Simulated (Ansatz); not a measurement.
Problem. Name crystals whose resistivity at 300 K lies between 10.2 and 15.9 μΩ·cm and whose logarithmic mean phonon energy lies between 21 and 33 meV, by PBEsol, DFPT electron-phonon coupling, linearised Boltzmann equation (Ansatz, a quantum-chemistry and plane-wave program).

Solution. Many crystals can fit; among those computed here:
- TaN (P-62m): 11.0 μΩ·cm, 29 meV
- ZrSi (Cmcm): 12.1 μΩ·cm, 25 meV
- VPt (P4/mmm): 12.0 μΩ·cm, 21 meV
- TaC (Fm-3m): 15.0 μΩ·cm, 23 meV
- NbH$_{2}$ (Fm-3m): 11.3 μΩ·cm, 23 meV

Metals; harmonic phonons alone scatter; means over directions. Halving the electron mesh moves these values by up to 10 %; q meshes are mostly untested. Spin-orbit coupling is left out.

Formula and space group known from diffraction (Crystallography Open Database), not checked to be the room-temperature form: NbH2 (Fm-3m), VPt (P4/mmm), ZrSi (Cmcm). Treated as nonmagnetic (a ferromagnetic start lost its moment, other orders weren't tried): VPt (P4/mmm). The missing spin-orbit coupling matters most for TaC (Fm-3m), TaN (P-62m), VPt (P4/mmm).
